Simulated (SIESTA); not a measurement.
Input and output of a self-consistent single point for Ca2CoN2 (I4mm, 5 atoms in the cell) (SIESTA).

Computed with SIESTA with GGA PBEsol, numerical atomic orbitals DZP, PseudoDojo PBEsol standard norm-conserving potentials (rewritten from UPF to PSML).

```
Ca2CoN2
1.0
   -1.76847     1.76847     6.13334
    1.76847    -1.76847     6.13334
    1.76847     1.76847    -6.13334
Ca Co N
2 1 2
Direct
  0.34871   0.34871   0.00000
  0.65537   0.65537   0.00000
  0.00000   0.00000   0.00000
  0.14401   0.14401   0.00000
  0.85599   0.85599   0.00000
```
Moments meant for the start (each program seeds them in its own way; μB, in the order of the atoms Ca Ca Co N N): 0.0 0.0 3.0 0.0 0.0.

Reference input (self-consistent single point, DFT, GGA PBEsol, numerical atomic orbitals DZP, PseudoDojo PBEsol standard norm-conserving potentials (rewritten from UPF to PSML)): XC.functional = GGA; XC.authors = PBEsol; potentials = PseudoDojo PBEsol standard; PAO.BasisSize = DZP; PAO.EnergyShift = 0.01 Ry; MeshCutoff = 350 Ry; kgrid.MonkhorstPack = 6 6 6; OccupationFunction = FD; ElectronicTemperature = 100 meV; Spin = polarized; DM.InitSpin = [1 +0.00, 2 +0.00, 3 +3.00, 4 +0.00, 5 +0.00]; MaxSCFIterations = 150. This run's input differs from it in these lines:

```diff
@@ -32,7 +32,8 @@
 %block kgrid.MonkhorstPack
-    6   0   0  0.0
-    0   6   0  0.0
-    0   0   6  0.0
+   10   0   0  0.0
+    0  10   0  0.0
+    0   0  10  0.0
 %endblock kgrid.MonkhorstPack
-OccupationFunction           FD
+OccupationFunction           MP
+OccupationMPOrder            1
 ElectronicTemperature        100.0 meV
```

Output, abridged:

```
        iscf     Eharris(eV)        E_KS(eV)     FreeEng(eV)     dDmax    Ef(eV) dHmax(eV)
   scf:    1    -6638.819397    -6767.845811    -6767.844842  1.233628 -2.733278 47.831452
     spin moment: {S} , |S| = {        0.0        0.0    3.52082 }     3.52082
   scf:    2    -6839.846670    -6814.302617    -6814.301566  0.741338 -5.269159 13.198518
     spin moment: {S} , |S| = {        0.0        0.0    3.00000 }     3.00000
   scf:    3    -6808.950544    -6818.613899    -6818.615482  0.471452 -6.204873 11.797376
     spin moment: {S} , |S| = {        0.0        0.0    1.69976 }     1.69976
   [... lines left out ...]
     spin moment: {S} , |S| = {        0.0        0.0    2.33029 }     2.33029
   scf:   20    -6821.345285    -6821.345281    -6821.345426  0.000369 -5.511426  0.002006
     spin moment: {S} , |S| = {        0.0        0.0    2.33099 }     2.33099
   scf:   21    -6821.345285    -6821.345283    -6821.345426  0.000045 -5.511475  0.001030
     spin moment: {S} , |S| = {        0.0        0.0    2.33102 }     2.33102
   scf:   22    -6821.345286    -6821.345284    -6821.345426  0.000054 -5.511474  0.000978
     spin moment: {S} , |S| = {        0.0        0.0    2.33095 }     2.33095
SCF Convergence by DM+H criterion
max |DM_out - DM_in|         :     0.0000542698
max |H_out - H_in|      (eV) :     0.0009780002
SCF cycle converged after 22 iterations

Using DM_out to compute the final energy and forces

siesta: E_KS(eV) =            -6821.3453

siesta: E_KS - E_eggbox =     -6821.3453

siesta: Atomic forces (eV/Ang):
     1    0.000086    0.000086    0.217344
     2   -0.000024   -0.000024   -0.537782
     3    0.000020    0.000020    0.161501
     4   -0.000744   -0.000744   -0.074823
     5    0.000694    0.000694    0.234109
   Tot    0.000033    0.000033    0.000348
   Max    0.537782
   Res    0.167916    sqrt( Sum f_i^2 / 3N )
   Max    0.537782    constrained

Stress tensor Voigt[x,y,z,yz,xz,xy] (kbar):      -38.45      -38.45      -52.45        0.75        0.75       -0.01
   [... lines left out ...]
siesta: FreeEng =     -6821.345426
siesta: Cell volume =         76.727620 Ang**3
siesta:          43.11816748         50.56148753  kBar
   [... lines left out ...]
              0.005   0.004   0.009   0.004   0.003

mulliken: Qtot =       22.335

Mulliken Atomic Populations:
Atom #   charge [q] valence [e]      Sz [e]  Species
     1     0.905818    9.094182   -0.016954  Ca
     2     0.911033    9.088967   -0.013114  Ca
     3     0.080078   16.919922    1.881341  Co
     4    -0.938538    5.938538    0.240434  N
     5    -0.958391    5.958391    0.239247  N
 Total     0.000000                2.330954
```

The run converged in 22 iterations. Against the reference run the free energy rises by 11.0 meV/atom, the pressure stays near 4.31 GPa while the zz stress (positive for compression) goes from 4.92 to 5.25 GPa, the largest force goes from 0.570 to 0.538 eV/Å and the size of the net moment hardly changes (0.45 to 0.47 μB/atom).

The starting cell comes from a database of computed structures (which also holds hypothetical and non-ambient phases and stackings), without a prior relaxation at this level. Its lattice was rescaled by up to half a per cent. One atom was moved a little off its site on purpose. With one magnetic atom in the cell only a parallel order is possible. Values carry the incompleteness of an atom-centred basis. With a pressure of about 4 GPa the cell is away from its equilibrium volume at this level.

Cost on one core of a shared machine: roughly 2 min.
